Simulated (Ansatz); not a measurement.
**Thickness series in Ir**

Consider Ir in the fcc (Cu type) structure (space group Fm-3m, No. 225).

```xyz
1
Lattice="0.0000 1.9222 1.9222 1.9222 0.0000 1.9222 1.9222 1.9222 0.0000" Properties=species:S:1:pos:R:3 pbc="T T T"
Ir     0.0000     0.0000     0.0000
```

Cartesian axes are those of the cell as printed.

Free-standing slabs (1 atom(s) a layer) normal to [111] with 15 Å of vacuum; in-plane cell held at bulk.

All numbers come from plane-wave PAW DFT at the r2SCAN level (Ansatz, a quantum-chemistry and plane-wave program, 500 eV), spin-orbit coupling left out.

Notes on the quantities. excess energy per area of both faces: slab less bulk energy over the cell's area: twice a surface energy; uncertain by up to 0.2 J/m²; layer's space group: with vacuum.

| change | excess energy per area of both faces | thickness between the outermost nuclei | layer's space group |
|---|---|---|---|
| 1 layer | – | – | P6/mmm (No. 191) |
| 2 layers | 5.10 J/m² | 2.13 Å | P-3m1 (No. 164) |
| 3 layers | 5.1 J/m² | 4.32 Å | P-3m1 (No. 164) |
| 4 layers | 5.0 J/m² | 6.54 Å | P-3m1 (No. 164) |
| 5 layers | 5.1 J/m² | 8.78 Å | P-3m1 (No. 164) |
| 6 layers | 5.1 J/m² | 10.99 Å | P-3m1 (No. 164) |
| 7 layers | 5.0 J/m² | 13.20 Å | P-3m1 (No. 164) |

The excess energy carries the mismatch between the slab's and the bulk's meshes. Stability against distortions was not tested. The final runs are not spin-polarised.
